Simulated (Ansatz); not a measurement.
The reference is Cs2SnI6 (space group Fm-3m, No. 225; a = 12.0331 Å).

Calculations: Kohn–Sham DFT with the PBE functional, run in Ansatz (an electronic-structure program) with PAW and 420 eV plane waves, no SOC.

Base values:

Lattice parameter a: 12.033 Å

One thing is altered: cell and atoms relaxed at a pressure of 7.5 GPa.

**Question.** What happens to the lattice parameter a?

**Answer.** The lattice parameter a decreases by 1.265 Å to 10.768 Å.

The mesh was chosen for an insulator and is coarse for the gapless case. Load acts through the strain it causes; cell and atoms are relaxed under it. No phonon test of stability was made. No other phases were tried under pressure. All final runs are without spin polarisation.
